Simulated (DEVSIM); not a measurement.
## abrupt Si p-n junction

Device: abrupt Si p-n junction, at 300 K.

```tsv
layer (left to right)	material	thickness (μm)	Nd (cm⁻³)	Na (cm⁻³)	τn (s)	τp (s)
1	Si	2.40	-	2.6e17	0.00085	0.00085
2	Si	3.10	2.1e17	-	0.00085	0.00085
```

Left contact: ohmic. Right contact: ohmic. Voltage is applied to the left contact. Recombination: SRH at mid-gap, Auger. Mobility is constant in doping.

Constants are typed, rounded textbook-type inputs, not results; the design itself was drawn at random and stands for no fabricated device. Values at 300 K.

| parameter | Si |
|---|---|
| gap (eV) | 1.124 |
| affinity (eV) | 4.05 |
| permittivity | 11.7 |
| Nc (cm⁻³) | 2.86e19 |
| Nv (cm⁻³) | 3.1e19 |
| μn (cm²/Vs) | 1417 |
| μp (cm²/Vs) | 470 |
| Cn (cm⁶/s) | 2.8e-31 |
| Cp (cm⁶/s) | 9.9e-32 |

Simulated with DEVSIM: 1D drift-diffusion, Boltzmann statistics, complete ionisation; no tunnelling, impact ionisation, image-force lowering or self-heating.

- Potential step across the device at zero bias: 0.873 V
- Largest field in the device at zero bias: 170000 V/cm
- Dark forward voltage at 1 A/cm²: 0.645 V
- Dark forward voltage at 100 A/cm²: 0.765 V

Dark forward current:

```tsv
V (V)	J (A/cm²)
0.05	8.8e-11
0.10	6.9e-10
0.20	3.4e-8
0.25	2.3e-7
0.30	1.6e-6
0.40	7.7e-5
0.45	0.00053
0.50	0.0037
0.55	0.025
0.65	1.2
0.70	8.3
0.75	57
0.85	1700
0.90	5300
```
